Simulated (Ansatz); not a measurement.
## BeTe (model structure, started from the WC type, P-6m2, No. 187, 2 atoms in the cell)

Level of theory: PBEsol (Ansatz, a first-principles code, plane waves, PAW).

Run with plane-wave cutoff 500 eV, 18×18×12 k mesh (along the axes of the cell as run), Fermi–Dirac smearing 0.05 eV, scalar-relativistic PAW data made under PBE.

Cell (relaxed at this level):

BeTe has the hexagonal space group P-6m2 (No. 187), Pearson symbol hP2. Cell: a = b = 3.663 Å, c = 3.338 Å, α = β = 90.00°, γ = 120.00°. Be on 1a is surrounded by 6 Te at 2.694 Å (trigonal prismatic). Te on 1f sees 6 Be at 2.694 Å and 2 Te at 3.338 Å and 6 Te at 3.663 Å. (Neighbours: up to the widest gap in distance over summed covalent radii, below 1.35, at either atom; cation-cation and far metal-metal contacts left out.)

For BeTe (model structure, started from the WC type, P-6m2, No. 187, 2 atoms in the cell), the band gap is none.

Note: the relaxation could raise the start's symmetry but not lower it, so the cell can be a saddle point.

Spin–orbit coupling is not included.

Computed values are for the static lattice.

Cost on a shared machine: roughly 50 core-seconds.

A model structure was made by putting elements into a prototype or built by hand; it is no filed structure, need not be a known phase, and can be a saddle point held by its symmetry.
